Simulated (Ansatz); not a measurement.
An ideal cubic perovskite cell is held by its symmetry; such compounds can tilt or shift off centre at room temperature.

 Where the default PAW files enter, the runs use the earlier of Ansatz's two default sets.

Consider the following.

```
CsSnI3
1.0
    6.28623     0.00000     0.00000
    0.00000     6.28623     0.00000
    0.00000     0.00000     6.28623
Cs Sn I
1 1 3
Direct
  0.50000   0.50000   0.50000
  0.00000   0.00000   0.00000
  0.50000   0.00000   0.00000
  0.00000   0.50000   0.00000
  0.00000   0.00000   0.50000
```

Space group of this cell: Pm-3m, cubic perovskite. The cell is taken as given.

These are r2SCAN (plane waves, PAW; Ansatz, a first-principles code) values and carry that method's errors.

The current runs along the normal of the first two printed vectors; no spin-orbit coupling. Scaled by the factor s: both lengths across the current (ions clamped). Meshes 6×6×6 and 6×6 across the current in all rows.

```json
[
 {"s": "0.98", "mean pressure (GPa)": "0.2", "band gap (eV)": "?"},
 {"s": "1.00", "mean pressure (GPa)": "-0.5", "band gap (eV)": "0.60"},
 {"s": "1.02", "mean pressure (GPa)": "-1.0", "band gap (eV)": "0.73"}
]
```

**Question.** Take the slope of the band gap against ln s from the two given rows, extrapolate to s = 0.98, and say what the run there gives.

**Answer.** Slope = (0.73 − 0.60) / ln 1.02 = 6.56 eV. The line gives 0.60 + (6.56) × ln 0.98 = 0.47 eV. The run gives 0.31 eV, 0.16 eV under the line, 119 % of the predicted step.
